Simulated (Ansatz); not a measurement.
Start from PbSe in the rock salt structure (space group Fm-3m, No. 225; a = 6.178 Å). Axes: x, y, z lie along the cube axes.

Modification: tensile biaxial strain of 4.69 % in the plane normal to [111], as in epitaxy on a mismatched substrate; the out-of-plane cell vector and the atoms relax.

Levels (all Ansatz, an electronic-structure program, PAW, earlier PAW set): r2SCAN (500 eV, without spin-orbit coupling); HSE06 (420 eV, no SOC).

The geometry is relaxed with r2SCAN.

```
Quantity           Value
---------------  -------
r2SCAN band gap  0.24 eV
```

Task: How does going to HSE06 change the band gap?

Result: The band gap rises by 0.14 eV, from 0.24 eV to 0.38 eV.

Single points use the geometry relaxed with r2SCAN. HSE06 gaps are upper bounds (no full band path). With Pb present, leaving out spin-orbit coupling can change the band edges. Whether these cells are dynamically stable was not tested. The zero or small gap of PbSe under biaxial strain +4.69 %, plane normal [111], relaxed out of plane can change with the level of theory.
